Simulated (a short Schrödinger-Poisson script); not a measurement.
System: symmetric double-gate stack, Al2O3 on p-type Si(111), at 300 K.

| layer | material | thickness (nm) | Na (cm⁻³) |
|---|---|---|---|
| 1 | Al2O3 | 6.4 | - |
| 2 | Si | 2 | 3e17 |
| 3 | Al2O3 | 6.4 | - |

The device is made up for the run: typed textbook-type constants, with dimensions and the other settings drawn at random. Al2O3: permittivity 9, conduction-band edge (eV) 2.7, gap (eV) 6.8, electron mass (mₑ) 0.3. Si: permittivity 11.7, conduction-band edge (eV) 0, gap (eV) 1.124, Nv at 300 K (cm⁻³) 3.1e19.

Channel valleys (confinement mass, in-plane density-of-states mass, number): Δ6 0.258, 0.358, 6. At the gates, both at one voltage, the conduction-band edge of layer 1 lies 2.83 eV − eVg above the Fermi level of the channel. Gaps are held at their typed values at every temperature. Mesh 0.03 nm at interfaces.

From a short Schrödinger-Poisson script (our own, NumPy): 1D Poisson equation in equilibrium, electrons classical, Fermi-Dirac, parabolic valleys, classical holes, full ionisation, no traps, pinning or gate leakage.

The same stack at other levels of the model or other numerical settings:

```
run                                        sheet density of all electrons at Vg = 1.6 V (cm⁻²)  sheet density of all electrons at Vg = 0.4 V (cm⁻²)  capacitance of both gates at Vg = 1.6 V (μF/cm²)  rough cost against the base
-----------------------------------------  ---------------------------------------------------  ---------------------------------------------------  ------------------------------------------------  ---------------------------
base                                                                                   2.10e13                                              4.00e12                                              2.32                      about 1
electrons treated as classical, Boltzmann                                              2.17e13                                                    …                                                 …                          0.3
electrons treated as quantum, Hartree                                                        …                                              1.53e12                                              2.29                            6
mesh six times as coarse                                                               2.08e13                                              3.95e12                                              2.30                          0.5
```

**Question.** Some entries are withheld; supply them.

**Answer.** 
- electrons treated as quantum, Hartree, sheet density of all electrons at Vg = 1.6 V (cm⁻²): 1.81e13
- electrons treated as classical, Boltzmann, capacitance of both gates at Vg = 1.6 V (μF/cm²): 2.41
- electrons treated as classical, Boltzmann, sheet density of all electrons at Vg = 0.4 V (cm⁻²): 4.09e12

The classical rows ignore confinement, and Boltzmann statistics overrate the density once the band edge passes the Fermi level.
